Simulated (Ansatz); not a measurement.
## PbZrO3, pressure series

Base system: PbZrO3 in the cubic perovskite structure (space group Pm-3m, No. 221; a cell from a computed database, its experimental status unchecked).

```
PbZrO3
1.0
    4.14129     0.00000     0.00000
    0.00000     4.14129     0.00000
    0.00000     0.00000     4.14129
Zr Pb O
1 1 3
Direct
  0.00000   0.00000   0.00000
  0.50000   0.50000   0.50000
  0.50000   0.00000   0.00000
  0.00000   0.50000   0.00000
  0.00000   0.00000   0.50000
```

Cell and atoms are relaxed at each pressure.

Levels (all Ansatz, a quantum-chemistry and plane-wave program, PAW): PBEsol (420 eV, no spin-orbit coupling); HSE06 (420 eV, no SOC).

Band gaps by level, all at the geometries relaxed with PBEsol:

```csv
case,PBEsol,HSE06
base,2.34 eV,3.48 eV
pressure −1 GPa,2.32 eV,3.48 eV
pressure 0.3 GPa,2.34 eV,3.48 eV
pressure 0.7 GPa,2.35 eV,3.48 eV
pressure 3 GPa,2.36 eV,3.49 eV
pressure 5 GPa,2.37 eV,3.48 eV
pressure 7.5 GPa,2.37 eV,3.48 eV
pressure 10 GPa,2.37 eV,3.48 eV
```

Single points use the geometry relaxed with PBEsol. The hybrid gap comes from the SCF mesh plus the semilocal run's edge points and a few special points and is an upper bound. Spin-orbit coupling, missing from the scalar runs, can matter with Pb. Load acts through the strain it causes; cell and atoms are relaxed under it. Stability against distortions was not tested. Competing high-pressure phases were not computed. Many cubic perovskites are stable only at high temperature; tilts and polar distortions were not tested.
